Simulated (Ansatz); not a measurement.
# zinc-blende CdTe (1 1 0) on zinc-blende InSb (1 1 0) (film strained to the substrate, faces as cut)

A periodic stack without vacuum, zinc-blende CdTe (1 1 0) on zinc-blende InSb (1 1 0) (film strained to the substrate, faces as cut): substrate slab In6Sb6, film Cd6Te6, surface cells [[0, -1], [1, -1]] and [[0, -1], [1, -1]], film strained by +0.3 and +0.3 %, faces InSb/InSb and CdTe/CdTe as cut (like faces can put a slab off its formula).

The start was prepared with a machine-learned potential, and the result is one local minimum, with the in-plane cell held and forces under 0.04 eV/Å; the film can end far from its bulk form.

Calculation: PBE (plane waves to 420 eV, PAW; Ansatz, a first-principles code). No spin–orbit coupling. Its k-point mesh 6×4×1, Fermi–Dirac width 0.05 eV.

- interface area: 31.2 Å²
- period: 28.14 Å
- gaps between the outermost planes at the two interfaces: 2.26 and 2.25 Å
- In–Te contacts across the interfaces within 1.22 times the sum of covalent radii: 2, mean 2.92 Å
- Cd–Sb contacts across the interfaces within 1.22 times the sum of covalent radii: 2, mean 2.83 Å
- spin-polarised check at this geometry: falls back to no moment

```
CELL_PARAMETERS angstrom
      4.69187     0.00496    -0.12492
      4.70312     6.60653     0.56504
      0.76496     3.67637    28.66519
ATOMIC_POSITIONS crystal
  In 0.48269 0.10128 0.12439
  In 0.41657 0.66738 0.04427
  In 0.65500 0.92882 0.29217
  In 0.57106 0.51295 0.20839
  In 0.82965 0.75399 0.45618
  In 0.73592 0.34796 0.37619
  Sb 0.15847 0.42545 0.04010
  Sb 0.23509 0.84886 0.12522
  Sb 0.32237 0.26163 0.20859
  Sb 0.40625 0.67759 0.29205
  Sb 0.48634 0.09751 0.37529
  Sb 0.58082 0.50284 0.46060
  Cd 0.01463 0.56747 0.62562
  Cd 0.91767 0.16596 0.54108
  Cd 0.17843 0.40338 0.79147
  Cd 0.09703 0.98482 0.70980
  Cd 0.33519 0.24809 0.96003
  Cd 0.26429 0.81813 0.87530
  Te 0.67445 0.90907 0.54304
  Te 0.76353 0.31866 0.62655
  Te 0.84465 0.73723 0.70850
  Te 0.92815 0.15372 0.79260
  Te 0.01122 0.57120 0.87450
  Te 0.08813 0.99521 0.95774
```
